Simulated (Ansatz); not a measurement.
The (21-30) face of hcp Lu can be cut between different planes. Symmetric, stoichiometric slabs relaxed in the 1x1 cell (50.7 Å²): top plane Lu, 0.38 Å over the next in the ideal cut; top plane Lu, 0.77 Å over the next in the ideal cut.

Calculation: PBE (plane waves to 420 eV, PAW; Ansatz, an electronic-structure program).

Q: Rank these by surface energy (lowest first), as PBE gives it.

A: the cut with an outer spacing of 0.38 Å (1.13 J/m²), the cut with an outer spacing of 0.77 Å (1.25 J/m²)
